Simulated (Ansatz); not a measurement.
Consider Mn3SiN in the anti-perovskite structure (space group Pm-3m, No. 221; a = 3.719 Å; ferromagnetic; a hypothetical phase, not in the database extracts checked).

(Cell as relaxed with PBE.)

Levels (all Ansatz, a program for electronic structure, PAW): PBE (420 eV, no SOC); PBEsol (420 eV, no spin-orbit coupling).

Each level relaxes its own structure.

```
quantity                       PBE  PBEsol
-------------------  -------------  ------
volume per atom           10.29 Å³     ___
lattice parameter a        3.719 Å     ___
band gap                      zero     ___
magnetic state       ferromagnetic     ___
largest site moment        0.63 μB     ___
```

Given the PBE results, estimate those of PBEsol.


- volume per atom, PBEsol: 9.94 Å³
- lattice parameter a, PBEsol: 3.677 Å
- band gap, PBEsol: zero
- magnetic state, PBEsol: ferromagnetic
- largest site moment, PBEsol: 0.56 μB

PBE's volume per atom lies 0.35 Å³ above PBEsol's (3.5 %); PBE's lattice parameter a lies 0.042 Å above PBEsol's (1.2 %); PBE's largest site moment lies 0.07 μB above PBEsol's; the two agree on the band gap and magnetic state. Neither level is exact; PBEsol is the comparison here, not a measurement.

Other magnetic orders, which the real material may have, were not ruled out. Whether these cells are dynamically stable was not tested.
